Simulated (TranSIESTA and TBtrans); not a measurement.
Run with TranSIESTA and TBtrans (open boundaries, self-consistent; PseudoDojo norm-conserving potentials, scalar-relativistic): PAO.BasisSize DZP, PAO.EnergyShift 0.15 eV, XC.Authors PBE, Mesh.Cutoff 200 Ry, ElectronicTemperature 300 K, TS.Voltage 0.0 eV, TBT.Elecs.Eta 0.001 eV, no spin polarisation.

System: Si chain with one bond stretched by 2.0 Å. Leads: straight Si chain, spacing 2.25 Å. Geometry: as built, not relaxed.

Give the largest eigenchannel transmissions at the Fermi level (four at most) and the total.

0.048, 0.017, 0.017; total 0.082. The straight chain is held at its spacing; free chains may zigzag or dimerise. No spin-polarised start was tried, so a magnetic state, if there is one, is missed.
